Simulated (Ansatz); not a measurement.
The parent structure is HgS in the zinc blende structure (space group F-43m, No. 216).

```yaml
crystal:
  lattice:
    - [0.00000, 2.93793, 2.93793]
    - [2.93793, 0.00000, 2.93793]
    - [2.93793, 2.93793, 0.00000]
  atoms:
    - { symbol: Hg, position: [0.00000, 0.00000, 0.00000] }
    - { symbol: S, position: [0.25000, 0.25000, 0.25000] }
```

Cartesian axes are those of the cell as printed.

Calculations: PBEsol (Ansatz, a program for electronic structure, PAW, without spin-orbit coupling).

Strains are applied to the cell and any free atomic positions relax.

One change was made to it. Results:

```json
[
 {"quantity": "shortest interatomic distance", "base": "2.544 Å", "after": "2.570 Å"},
 {"quantity": "energy relative to the base (free energy F)", "base": "0 meV/atom", "after": "+4.9 meV/atom"},
 {"quantity": "pressure (mean of the normal stresses, compression positive)", "base": "0.0 GPa", "after": "-1.7 GPa"}
]
```

Question: What was done to the base?
A) uniaxial strain ε_zz = +2.00 %
B) uniaxial strain ε_zz = +1.00 %
C) uniaxial strain ε_zz = −2.50 %
D) uniaxial strain ε_zz = +3.00 %
E) uniaxial strain ε_zz = −1.50 %

Answer: D, uniaxial strain ε_zz = +3.00 %. For comparison, the energy relative to the base in the other runs: uniaxial strain ε_zz = −2.50 % gives +3.6 meV/atom; uniaxial strain ε_zz = −1.50 % gives +1.3 meV/atom; uniaxial strain ε_zz = +2.00 % gives +2.2 meV/atom; uniaxial strain ε_zz = +1.00 % gives +0.6 meV/atom.

The mesh was chosen for an insulator and is coarse for the gapless case. Whether these cells are dynamically stable was not tested. All final runs are without spin polarisation.
